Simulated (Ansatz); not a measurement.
Base system: KZnF₃ in the cubic perovskite structure (space group Pm-3m, No. 221).

```cif
data_F3KZn
_chemical_formula_sum 'K1 Zn1 F3'
_space_group_name_H-M_alt 'P 1'
_space_group_IT_number 1
_cell_length_a 4.05228
_cell_length_b 4.05228
_cell_length_c 4.05228
_cell_angle_alpha 90.000
_cell_angle_beta 90.000
_cell_angle_gamma 90.000
loop_
_space_group_symop_operation_xyz
  'x, y, z'
loop_
_atom_site_label
_atom_site_type_symbol
_atom_site_fract_x
_atom_site_fract_y
_atom_site_fract_z
_atom_site_occupancy
K1 K 0.00000 0.00000 0.00000 1
Zn1 Zn 0.50000 0.50000 0.50000 1
F1 F 0.50000 0.00000 0.50000 1
F2 F 0.00000 0.50000 0.50000 1
F3 F 0.50000 0.50000 0.00000 1
```

All numbers come from PBEsol (Ansatz, an electronic-structure program; PAW; 420 eV plane waves; spin-orbit coupling left out).

For the base:

The smallest direct gap is 5.52 eV and the band gap comes out as 3.71 eV. The gap character comes out as indirect, R → Γ and the pressure is 0.01 GPa.

One thing is altered: the cell is scaled by 0.9880 in all directions, atoms relaxed at fixed cell.

Problem. What does the calculation give for the smallest direct gap, band gap, gap character and pressure after the change?

Solution. The smallest direct gap rises by 0.31 eV to 5.83 eV; the band gap rises by 0.09 eV to 3.80 eV; the gap character goes from indirect, R → Γ to indirect, M → Γ; the pressure increases by 3.15 GPa (0.01 GPa → 3.16 GPa).

The cells carry an imposed strain or load. Whether these cells are dynamically stable was not tested. Many cubic perovskites are stable only at high temperature; tilts and polar distortions were not tested.
